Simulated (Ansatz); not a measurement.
## Cl on the 1x1 (110) surface of bcc Fe, ferromagnetic, one in a 2x2 cell, started at the site 'bridge Fe-Fe (span 2.8 Å)'

These are PBE (plane waves to 420 eV, PAW; Ansatz, an electronic-structure program) values and carry that method's errors.

Set-up: 21 atoms, 8.0 Å thick at the start under the adsorbate (thin: gaps and levels are the slab's own); mesh 6x6x1; 0.1 eV smearing; dipole correction on; 8 atoms held, the rest relaxed; start symmetry kept, larger cells not searched; spin-polarised, no spin-orbit, no U, no dispersion correction. At the end it is bonded to 4 Fe. In PBE it is, or lies within 0.03 eV of, the lowest of the starts that converged.

```yaml
adsorption energy against ½ Cl2(g): -2.56 eV
work_function_of_the_top_face: 4.63 eV
change_of_the_work_function: -0.18 eV
change_of_the_step_from_the_bottom_to_the_top_vacuum_level_against_the_clean_slab: -0.17 eV
energy_released_by_relaxation: 0.10 eV
height of the binding atom over the mean of the host atoms within 0.3 Å of the top one: 1.769 Å
magnetic_moment_of_the_cell: 47.27 μB
nearest_host_atoms_of_the_binding_atom: Fe at 2.32 Å, Fe at 2.32 Å, Fe at 2.66 Å
largest_move_of_a_host_atom: 0.08 Å
caution: the clean host was not checked against rearrangement in a larger or rattled cell
cost: around 19 core-minutes (rough)
```

A negative adsorption energy means that the adsorbate is more stable on the surface than in its reference.
